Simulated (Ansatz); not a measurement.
Al interstitial (silicon host)

These are PBE, PAW (plane waves to 420 eV; Ansatz, a quantum-chemistry and plane-wave program) values and carry that method's errors. A 2×2×2 supercell of 64 sites was used; the energies come from a 2×2×2 shifted sampling of its zone. Site at the start: void with 4Si nearest. Energies of charged states are corrected for periodic images (point charge plus alignment at distant sites). Dielectric constants: PBE linear response of the host. Host gap at this level: 0.61 eV. A cell of this size leaves errors of a few tenths of an eV. Levels are measured in PBE's own, too narrow, gap. Spin–orbit coupling is left out. Each state is the lowest found from its start.

Formation energies E_f are given with the Fermi level at the valence-band maximum. Chemical conditions: host crystal and elements as references (Δμ(Al) = 0.00 eV; Al taken from its element, since no compound that bounds it was computed at this level; only phases computed here count, gases as isolated molecules at 0 K). Reference phases: Al: fcc Al.

The name describes the start; the neighbours show where the added atom ended.

```tsv
charge	moment (μB)	point group	largest move off a lattice site (Å)	neighbours of the added atom at the end (Å)	image correction with alignment (eV)	E_f, host crystal and elements as references (eV)
+2†	1.0	–	0.12	Si 2.49, Si 2.49, Si 2.49, Si 2.49	0.79	–
+1	not spin-polarised	Td	0.13	Si 2.49, Si 2.49, Si 2.49, Si 2.49	0.28	2.13
0†	fractional	–	0.13	Si 2.50, Si 2.50, Si 2.50, Si 2.50	0.00	2.80
−1†	not spin-polarised	–	0.14	Si 2.50, Si 2.50, Si 2.50, Si 2.51	-0.07	–
```

† Not settled in this cell, so no level is given: charge +2: a level filled in part, carriers not clearly localised, level within 0.1 eV of a band edge or past it; charge 0: fractional moment, a level filled in part, carriers not clearly localised, level within 0.1 eV of a band edge or past it; charge −1: a level filled in part, carriers not clearly localised, level within 0.1 eV of a band edge or past it.

Point groups are those of the whole cell at tolerances of 0.03 and 0.1 Å ("near" where only the looser one holds); none is given for unsettled states.

No other site or start that was run ended lower by more than 0.1 eV.
